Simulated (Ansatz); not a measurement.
## HfS2: stress against strain

HfS2 (1T layered, P-3m1, 20.260 Å³/atom at rest, c along z) under a strain ε along c (axis z), the other axes held. PBEsol-D3(BJ) in Ansatz, a plane-wave DFT program (PAW, default set), 420 eV, 11×11×6 Γ-centred mesh, Fermi-Dirac smearing 0.05 eV; ions are relaxed within the symmetry of each cell. Stress is positive for a compressed cell.

Here s stands for strain and y for stress zz.

```
strain (%)  stress zz (GPa)
----------  ---------------
-3.00                     ?
-1.50                  1.11
-1.00                  0.73
-0.50                  0.34
0.00                   0.00
0.50                  -0.32
1.00                  -0.60
1.50                  -0.88
```

### Question
Using a straight line, estimate the missing y at s = -3.00 from the other rows, showing the fit.

### Answer
Means: s 0, y 0.054. About the means, the sum of products is -4.6450 and the sum of squares of s is 7.0000; the slope is their ratio. Least squares gives y = 0.054 - 0.6636·s. Residuals (row less fit): 0.061, 0.012, -0.046, -0.054, -0.042, 0.010, 0.061; standard error 0.054 (degrees of freedom: 5). The slope gives the elastic constant C33 = 66 ± 2 GPa. At the withheld row, y = 0.054 - 0.6636 × (-3.0) = 2.045 GPa. The calculation gives 2.50 GPa, 0.455 GPa above the prediction (13.5 % of the range of y in the table). The row lies outside the fitted rows, so this is an extrapolation. From the scatter of the fitted rows alone, a prediction at this place has a standard error of 0.084 GPa, so the miss is 5.4 times that.

One order more, fitted to all 13 runs of the series, follows each within 0.02, so the miss is the next term of a smooth law. Rows are the converged runs of the series near zero and its far end; series whose fitted rows scatter by over a few per cent of the range, as at a crossing or softening among them, aren't shown in this form. Most that stay on the fit to the last digits aren't either.
